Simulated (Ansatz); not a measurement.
## TmSi (Cmcm, No. 63; cell taken from a computed entry)

Method: r²SCAN+rVV10 (Ansatz, an electronic-structure program, plane waves, PAW).

Settings: plane-wave cutoff 500 eV, 10×10×10 k mesh, Fermi–Dirac smearing 0.05 eV, spin-polarised start, scalar-relativistic PAW data made under PBE.

Cell (relaxed at this level):

```
CELL_PARAMETERS angstrom
      2.13457    -5.20538     0.00000
      2.13457     5.20538     0.00000
      0.00000     0.00000     3.78293
ATOMIC_POSITIONS crystal
  Tm 0.85994 0.14006 0.75000
  Tm 0.14006 0.85994 0.25000
  Si 0.57528 0.42472 0.75000
  Si 0.42472 0.57528 0.25000
```

* **equilibrium volume per atom**: 21.02 Å³/atom

Note: the magnetic order was assumed, not searched for or taken from measurement; the relaxation could not lower the start's symmetry, so the cell can be a saddle point above a distorted one; the 4f shell is treated without U or exact exchange, so its levels and filling can be wrong.

Spin–orbit coupling is not included.

The computed numbers hold no vibrational or temperature effects.
